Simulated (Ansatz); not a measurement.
Structures of equal composition on the (000-1) surface of wurtzite CdS (S plane on top): 2x2 Al adatom at H3; 2x2 Al adatom at T4. The slabs share one bottom face, and each structure is named by its start. These are constructed structures in small cells; real faces may alloy, dewet or reconstruct in larger ones, and not all known structures of the face are among them. Slabs of about 14 Å with all that they carry, Fermi-Dirac smearing of 0.025 eV. Bottom of the slabs: H caps. Relaxed from the named starts with such symmetry as they have, on meshes of like density; energies extrapolated to zero smearing; no spin-orbit coupling, no U. Spin-polarised runs, if any, are marked in brackets, and their order is one that fits the cell; the others ran without spin. Where a second, spin-polarised start was run, the lower counts.

Host crystal: wurtzite CdS, with a band gap (PBE, scalar-relativistic without spin-orbit coupling).

The numbers are results of PBE (plane waves to 420 eV, PAW; Ansatz, an electronic-structure program), not measurements.

Rank these by energy per 1x1 cell (lowest first), as PBE gives it.

2x2 Al adatom at H3 (0.000 eV [spin, 0.6 μB a cell], no gap over 0.04 eV on the mesh), 2x2 Al adatom at T4 (0.108 eV (3 Al–S bonds formed) [spin, 1.0 μB a cell], a narrow gap of 0.09 eV by band count)
